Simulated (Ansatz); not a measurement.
Reference: ScAl (Pm-3m), PBEsol, DFPT electron-phonon coupling, linearised Boltzmann equation (plane waves, PAW, scalar-relativistic; Ansatz, a quantum-chemistry and plane-wave program); geometry: relaxed with this functional, without spin-orbit coupling.

AlSc is taken in the cubic space group Pm-3m (No. 221), the CsCl type structure, Pearson symbol cP2. Conventional cell: a = b = c = 3.344 Å, α = β = γ = 90.00°. Sc on 1b is coordinated by 8 Al at 2.896 Å and 6 Sc at 3.344 Å. Al on 1a has 8 Sc at 2.896 Å (cubic). (Neighbours: up to the widest gap in distance over summed covalent radii, below 1.35, at either atom.)

The resistivity at 300 K comes out as 15.7 μΩ·cm. The mean free path at 300 K comes out as 13.0 nm.

### Question
Swap Sc for Y, keeping the structure type. How do these values move?

### Answer
YAl (Pm-3m): volume per atom 18.7 to 22.6 Å³; resistivity at 300 K rises (15.7 μΩ·cm to 21 μΩ·cm); mean free path at 300 K falls (13.0 nm to 11.6 nm).

### Question
Replace Al by Pd on the same sites and relax. What happens?

### Answer
ScPd (Pm-3m): volume per atom 18.7 to 17.5 Å³; resistivity at 300 K falls (15.7 μΩ·cm to 11.9 μΩ·cm); mean free path at 300 K falls (13.0 nm to 7.0 nm).

### Question
Replace Sc by Os on the same sites and relax. What happens?

### Answer
OsAl (Pm-3m): volume per atom 18.7 to 13.4 Å³; resistivity at 300 K falls (15.7 μΩ·cm to 6.7 μΩ·cm); mean free path at 300 K falls (13.0 nm to 9.0 nm).

Moves up to 8 % count as about the same. Metals; harmonic phonons alone scatter; means over directions. The mean free path is weighted by the current that each state carries. Halving the electron mesh moves these values by up to 5 %; q meshes are mostly untested. Some of the runs warned that the eigensolver left states short of its tolerance. Spin-orbit coupling is left out.

Formula and space group known from diffraction (Crystallography Open Database), not checked to be the room-temperature form: ScPd (Pm-3m). Computed structure with no diffraction record at hand here (it may be known, metastable or hypothetical): OsAl (Pm-3m), ScAl (Pm-3m), YAl (Pm-3m). The missing spin-orbit coupling matters most for OsAl (Pm-3m).
